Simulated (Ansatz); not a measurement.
Band structure of TiB₂Mo (Amm2, 4 atoms in the cell).

```
CELL_PARAMETERS angstrom
      3.11544     0.00000     0.00000
      0.00000     1.60565     4.26666
      0.00000    -1.60565     4.26666
ATOMIC_POSITIONS crystal
  Ti 0.00000 0.14730 0.14730
  B  0.50000 0.55875 0.55875
  B  0.00000 0.43994 0.43994
  Mo 0.50000 0.85402 0.85402
```

Level of theory: LDA (PW92), PAW files made with PBE (plane waves; Ansatz, a program for electronic structure).

Settings: basis.ecutwfc = 30.9 Ry; kpoints.mp_grid.grid = 10 10 10; hamiltonian.xc = lda; hamiltonian.pseudopotentials = {kind: paw} (the program's default PAW files); scf.occupations.method = fermi_dirac; scf.occupations.width = 0.0073 Ry; kpoints.band_path.npoints = 8.

The starting cell comes from a database of computed structures (which also holds hypothetical and non-ambient phases and stackings), without a prior relaxation at this level. Its lattice was rescaled by a random factor within 2.5 % of one. Spin polarisation is off.

Levels in eV from the Fermi level, bands 13 to 19:
| point | 13 | 14 | 15 | 16 | 17 | 18 | 19 |
|---|---|---|---|---|---|---|---|
| Γ | -2.74 | -2.71 | -0.60 | 0.25 | 0.59 | 0.67 | 2.06 |
| X | -3.43 | -2.00 | -0.94 | -0.72 | 0.31 | 0.80 | 1.87 |
| S | -3.60 | -2.42 | -1.11 | -0.58 | 0.75 | 1.12 | 1.86 |
| R | -3.76 | -2.93 | -1.42 | -1.18 | 2.13 | 2.68 | 2.79 |
| A | -3.25 | -2.77 | -1.45 | -1.09 | 1.81 | 2.48 | 2.52 |
| Z | -3.30 | -2.84 | -2.24 | -1.36 | 2.46 | 2.53 | 2.63 |
| Y | -3.03 | -2.88 | -1.01 | 0.38 | 0.98 | 1.89 | 2.04 |
| X1 | -3.43 | -2.00 | -0.94 | -0.72 | 0.31 | 0.80 | 1.87 |
| A1 | -3.25 | -2.77 | -1.45 | -1.09 | 1.81 | 2.48 | 2.52 |
| T | -2.76 | -1.73 | -1.31 | -0.73 | -0.35 | 0.84 | 1.02 |

Bands cross the Fermi level along this path, so the cell is metallic at this level.

Keys are those of Ansatz 0.2.
